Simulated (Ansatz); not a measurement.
Ansatz (a quantum-chemistry and plane-wave program) run on Ti2SnC (P6_3/mmc, 8 atoms in the cell): self-consistent single point.

Computed with LDA (PW92), PAW files made with PBE (plane waves; Ansatz).

```
Ti2SnC
1.0
    3.12262     0.00000     0.00000
   -1.56131     2.70427     0.00000
    0.00000     0.00000    13.48977
Ti Sn C
4 2 2
Direct
  0.33333   0.66667   0.08134
  0.66667   0.33333   0.91866
  0.66667   0.33333   0.58134
  0.33333   0.66667   0.41866
  0.33333   0.66667   0.75000
  0.66667   0.33333   0.25000
  0.00000   0.00000   0.00000
  0.00000   0.00000   0.50000
```

Reference input (self-consistent single point, DFT, PBEsol, plane waves, PAW files made with PBE): kpoints.mp_grid.grid = 8 8 2; hamiltonian.xc = pbesol; hamiltonian.pseudopotentials = {kind: paw} (an earlier, softer set of the program's PAW files); scf.occupations.method = fermi_dirac; scf.occupations.width = 0.05 eV. This run's input differs from it in these lines:

Ansatz 0.2 input:
```diff
@@ -19,3 +19,3 @@
 hamiltonian:
-  xc: pbesol
+  xc: lda
   pseudopotentials:
```

Output, abridged:

```
SCF iter   1: F=—  HF=-22059.629754 eV  |F-HF|=—  |Δ(HF+E_count)|=         —  Δρ=8.41e-2  dr2=3.53e1  ethr=3.10e-3  ⟨swp⟩=6.2  Hψ=3357  notcnv=0
all-band conjugate gradients solve this SCF's bands
preconditioner: auto → Kerker (q_TF=auto, 2.593 Å⁻¹)
SCF iter   2: F=—  HF=-22055.475012 eV  |F-HF|=—  |Δ(HF+E_count)|=    4.15e0  Δρ=4.01e-2  dr2=1.32e1  ethr=3.10e-3  ⟨swp⟩=3.0  Hψ=1989  notcnv=0  defer=17
   [... lines left out ...]
SCF iter   6: F=—  HF=-22053.115269 eV  |F-HF|=—  |Δ(HF+E_count)|=   3.08e-4  Δρ=3.52e-4  dr2=1.42e-4  ethr=1.74e-6  ⟨swp⟩=2.2  Hψ=1771  notcnv=0  defer=19
SCF iter   7: F=—  HF=-22053.115231 eV  |F-HF|=—  |Δ(HF+E_count)|=   3.87e-5  Δρ=7.53e-5  dr2=7.64e-6  ethr=1.69e-7  ⟨swp⟩=2.0  Hψ=1516  notcnv=0  defer=19
SCF iter   8: F=—  HF=-22053.115227 eV  |F-HF|=—  |Δ(HF+E_count)|=   3.32e-6  Δρ=1.60e-5  dr2=5.06e-7  ethr=9.09e-9  ⟨swp⟩=2.0  Hψ=1517  notcnv=0  defer=18
SCF iter   9: F=-22053.115227 eV  HF=-22053.115227 eV  |F-HF|=2.24e-8  |Δ(HF+E_count)|=   1.05e-7  Δρ=4.32e-6  dr2=3.33e-8  ethr=1.19e-10  ⟨swp⟩=11.2  Hψ=4794  notcnv=0
SCF 1 converged in 9 iterations: F = -22053.115227 eV  dr2 = 3.33e-8
Free energy (F): -22053.115227 eV
Internal energy: -22053.083241 eV  (E = F + TS)
E sigma→0 (E₀):  -22053.099234 eV
Entropy (-TS):   -0.031986 eV (-3.998 meV/atom)
Fermi energy:    14.889899 eV
--- Forces (eV/Å), atoms counted from 1 ---
  atom   1  Ti    -0.00000000     0.00000000    -0.15215476
  atom   2  Ti     0.00000000     0.00000000     0.15215476
  atom   3  Ti     0.00000000     0.00000000    -0.15215476
  atom   4  Ti    -0.00000000     0.00000000     0.15215476
  atom   5  Sn    -0.00000000     0.00000000    -0.00000000
  atom   6  Sn     0.00000000    -0.00000000     0.00000000
  atom   7  C      0.00000000     0.00000000     0.00000000
  atom   8  C      0.00000000    -0.00000000     0.00000000
--- Stress (GPa, compression-positive) ---
       -1.559548       0.000000       0.000000
        0.000000      -1.559548      -0.000000
        0.000000      -0.000000       0.564909
  P = ⅓ Tr σ = -0.8514 GPa (-8.514 kbar)
  The stress holds the Pulay correction. Without it, at fixed plane waves, as pw.x and ABINIT print it: P = -0.9458 GPa
```

The run converged in 9 iterations. Against the reference run the pressure goes from 3.49 to -0.85 GPa and the largest force goes from 0.009 to 0.152 eV/Å.

The starting cell comes from a database of computed structures (which also holds hypothetical and non-ambient phases and stackings), without a prior relaxation at this level. Its lattice was rescaled by a random factor within 2.5 % of one. Spin polarisation is off. Ansatz's pressure includes its estimate of the finite-basis (Pulay) stress.
